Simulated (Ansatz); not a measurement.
# A computed series for LiF: response to strain

The parent structure is LiF in the rock salt structure (space group Fm-3m, No. 225).

```xyz
2
Lattice="0.0000 2.0039 2.0039 2.0039 0.0000 2.0039 2.0039 2.0039 0.0000" Properties=species:S:1:pos:R:3 pbc="T T T"
Li     0.0000     0.0000     0.0000
F      2.0039     2.0039     2.0039
```

Cartesian axes are those of the cell as printed.

Strains are applied to the cell and any free atomic positions relax; under biaxial strain the out-of-plane vector relaxes too.

The values are results of Ansatz (an electronic-structure program) PBEsol, scalar-relativistic without spin-orbit coupling, not measurements.

Notes on the quantities. energy relative to the base: free energy F.

```json
[
 {"case": "base", "out-of-plane strain": "–", "energy relative to the base": "0 meV/atom", "band gap": "9.05 eV"},
 {"case": "biaxial strain −3.00 %, plane normal [001], relaxed out of plane", "out-of-plane strain": "+2.38 %", "energy relative to the base": "+7.0 meV/atom", "band gap": "9.31 eV"},
 {"case": "biaxial strain −2.50 %, plane normal [001], relaxed out of plane", "out-of-plane strain": "+1.95 %", "energy relative to the base": "+4.8 meV/atom", "band gap": "9.27 eV"},
 {"case": "biaxial strain −2.00 %, plane normal [001], relaxed out of plane", "out-of-plane strain": "+1.54 %", "energy relative to the base": "+3.0 meV/atom", "band gap": "9.22 eV"},
 {"case": "biaxial strain −1.50 %, plane normal [001], relaxed out of plane", "out-of-plane strain": "+1.13 %", "energy relative to the base": "+1.6 meV/atom", "band gap": "9.18 eV"},
 {"case": "biaxial strain −1.00 %, plane normal [001], relaxed out of plane", "out-of-plane strain": "+0.74 %", "energy relative to the base": "+0.7 meV/atom", "band gap": "9.14 eV"},
 {"case": "biaxial strain +0.50 %, plane normal [001], relaxed out of plane", "out-of-plane strain": "-0.36 %", "energy relative to the base": "+0.2 meV/atom", "band gap": "8.99 eV"},
 {"case": "biaxial strain +1.50 %, plane normal [001], relaxed out of plane", "out-of-plane strain": "?", "energy relative to the base": "?", "band gap": "8.86 eV"},
 {"case": "biaxial strain +2.00 %, plane normal [001], relaxed out of plane", "out-of-plane strain": "-1.37 %", "energy relative to the base": "+2.5 meV/atom", "band gap": "8.79 eV"},
 {"case": "biaxial strain +2.50 %, plane normal [001], relaxed out of plane", "out-of-plane strain": "-1.69 %", "energy relative to the base": "+3.9 meV/atom", "band gap": "8.73 eV"}
]
```

Question: What belongs in the blanks?

Answer: 
- biaxial strain +1.50 %, plane normal [001], relaxed out of plane, out-of-plane strain: -1.05 %
- biaxial strain +1.50 %, plane normal [001], relaxed out of plane, energy relative to the base: +1.5 meV/atom

Stability against distortions was not tested.
